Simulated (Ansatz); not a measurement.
The starting structures come from a database of crystals and need not be the phases stable at ambient conditions.

Consider the following.

```yaml
crystal:
  lattice:
    - [3.38795, 0.00000, 0.00000]
    - [0.00000, 5.63274, 0.00000]
    - [0.00000, 0.00000, 6.58922]
  atoms:
    - { symbol: Zr, position: [0.75000, 0.75154, 0.10842] }
    - { symbol: Zr, position: [0.25000, 0.24846, 0.89158] }
    - { symbol: Zr, position: [0.25000, 0.74846, 0.60842] }
    - { symbol: Zr, position: [0.75000, 0.25154, 0.39158] }
    - { symbol: O, position: [0.25000, 0.97802, 0.34076] }
    - { symbol: O, position: [0.75000, 0.02198, 0.65924] }
    - { symbol: O, position: [0.75000, 0.52198, 0.84076] }
    - { symbol: O, position: [0.25000, 0.47802, 0.15924] }
    - { symbol: O, position: [0.25000, 0.86074, 0.92350] }
    - { symbol: O, position: [0.75000, 0.13926, 0.07650] }
    - { symbol: O, position: [0.75000, 0.63926, 0.42350] }
    - { symbol: O, position: [0.25000, 0.36074, 0.57650] }
```

Space group of this cell: Pnma. The cell is taken as given; by r2SCAN its mean pressure is -9.0 GPa.

Level of theory: r2SCAN (plane waves, PAW; Ansatz, an electronic-structure program).

The current runs along the normal of the first two printed vectors; no spin-orbit coupling. Scaled by the factor s: the length along the current (ions clamped). Meshes 10×6×6 and 10×6 across the current in all rows.

```csv
s,mean pressure (GPa),band gap (eV)
0.97,-0.7,?
1.00,-9.0,3.37
1.03,-15.7,3.27
```

Take the slope of the band gap against ln s from the two given rows, extrapolate to s = 0.97, and say what the run there gives.

Slope = (3.27 − 3.37) / ln 1.03 = -3.38 eV. The line gives 3.37 + (-3.38) × ln 0.97 = 3.47 eV. The run gives 3.47 eV, as the line does.
